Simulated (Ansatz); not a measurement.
Os: biaxial strain −2.50 %, plane normal [001], relaxed out of plane

Consider Os in the hcp (Mg type) structure (space group P6_3/mmc, No. 194; a = 2.729 Å, c = 4.309 Å; relaxed with 0.1 eV smearing). Axes: x lies along a and z along c of the hexagonal cell.

Modification: compressive biaxial strain of 2.50 % in the plane normal to [001], as in epitaxy on a mismatched substrate; the out-of-plane cell vector and the atoms relax.

Computed with Ansatz (a program for electronic structure) PBEsol, spin-orbit coupling left out. Γ-centred 24×24×14 mesh, Fermi–Dirac width 0.1 eV.

```csv
quantity,base,changed,shift
volume per atom,13.90 Å³,13.39 Å³,-0.51 Å³
space group,P6_3/mmc (No. 194),P6_3/mmc (No. 194),–
shortest interatomic distance,2.669 Å,2.661 Å,-0.008 Å
"pressure (mean of the normal stresses, compression positive)",0.0 GPa,17.5 GPa,+17.5 GPa
band gap,zero,zero,–
out-of-plane strain,–,+1.36 %,–
ratio −ε⊥/ε∥,–,0.54,–
```

Whether these cells are dynamically stable was not tested. All final runs are without spin polarisation.
